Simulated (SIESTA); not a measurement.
Parameter sweep on Cs2LiMoF6 (Fm-3m, 10 atoms in the cell)

```xyz
10
Lattice="0.0000 4.3990 4.3990 4.3990 0.0000 4.3990 4.3990 4.3990 0.0000" Properties=species:S:1:pos:R:3 pbc="T T T"
Cs     2.1995     2.1995     2.1995
Cs     6.5985     6.5985     6.5985
Li     4.3990     4.3990     4.3990
Mo     0.0000     0.0000     0.0000
F      4.3990     4.3990     2.1023
F      4.3990     4.3990     6.6957
F      2.1023     4.3990     4.3990
F      6.6957     4.3990     4.3990
F      4.3990     2.1023     4.3990
F      4.3990     6.6957     4.3990
```
Moments meant for the start (each program seeds them in its own way; μB, in the order of the atoms Cs Cs Li Mo F F F F F F): 0.0 0.0 0.0 2.0 0.0 0.0 0.0 0.0 0.0 0.0.

Base run A: LDA PW92, numerical atomic orbitals DZP, PseudoDojo LDA standard norm-conserving potentials (rewritten from UPF to PSML) (SIESTA), self-consistent single point.

Its settings: XC.functional = LDA; XC.authors = PW92; potentials = PseudoDojo LDA standard; PAO.BasisSize = DZP; PAO.EnergyShift = 0.01 Ry; MeshCutoff = 400 Ry; kgrid.MonkhorstPack = 5 5 5 shifted by 0.5 0.5 0.5; OccupationFunction = MP; OccupationMPOrder = 0; ElectronicTemperature = 0.05 eV; Spin = polarized; PAO.Polarization.NonPerturbative = true; MaxSCFIterations = 150; SCF.Mixer.Method = Pulay; SCF.Mixer.Weight = 0.1; SCF.Mixer.History = 8; SCF.DM.Tolerance = 1.0E-05.

The starting cell comes from a database of computed structures (which also holds hypothetical and non-ambient phases and stackings), without a prior relaxation at this level. With one magnetic atom in the cell only a parallel order is possible. Values carry the incompleteness of an atom-centred basis. The basis of the alkali or alkaline-earth atoms may lack their empty d shell, which can raise the gap. In the base run, with a pressure of about -7 GPa the cell is away from its equilibrium volume at this level. The shifted mesh does not hold Γ, so a gap read on it misses any band edge there.

Runs:
- B: XC.functional: LDA → GGA; XC.authors: PW92 → PBEsol; pseudopotentials: PseudoDojo LDA standard → PseudoDojo PBEsol standard; kgrid.MonkhorstPack: 5 5 5 shifted by 0.5 0.5 0.5 → 2 2 2 shifted by 0.5 0.5 0.5 [GGA PBEsol]
- C: XC.functional: LDA → GGA; XC.authors: PW92 → PBEsol; pseudopotentials: PseudoDojo LDA standard → PseudoDojo PBEsol standard; kgrid.MonkhorstPack: 5 5 5 shifted by 0.5 0.5 0.5 → 3 3 3 shifted by 0.5 0.5 0.5 [GGA PBEsol]
- D: XC.functional: LDA → GGA; XC.authors: PW92 → PBEsol; pseudopotentials: PseudoDojo LDA standard → PseudoDojo PBEsol standard; kgrid.MonkhorstPack: 5 5 5 shifted by 0.5 0.5 0.5 → 4 4 4 shifted by 0.5 0.5 0.5 [GGA PBEsol]

```
run  pressure (GPa)  largest force (eV/Å)  gap on the mesh (eV)  size of the net moment (μB/atom)  k-points
---  --------------  --------------------  --------------------  --------------------------------  --------
A             -7.09                 0.371                 1.609                              0.30        75
B             -3.65                 0.200                 1.998                              0.30         4
C             -3.72                 0.202                 1.973                              0.30        18
D             -3.73                 0.202                 1.964                              0.30        32
```

Run C against A: The pressure goes from -7.09 to -3.72 GPa, the largest force goes from 0.371 to 0.202 eV/Å, the gap on the mesh goes from 1.609 to 1.973 eV and the size of the net moment stays at 0.30 μB/atom.

Run B against A: The pressure goes from -7.09 to -3.65 GPa, the largest force goes from 0.371 to 0.200 eV/Å, the gap on the mesh goes from 1.609 to 1.998 eV and the size of the net moment stays at 0.30 μB/atom.

Run D against A: The pressure goes from -7.09 to -3.73 GPa, the largest force goes from 0.371 to 0.202 eV/Å, the gap on the mesh goes from 1.609 to 1.964 eV and the size of the net moment stays at 0.30 μB/atom.
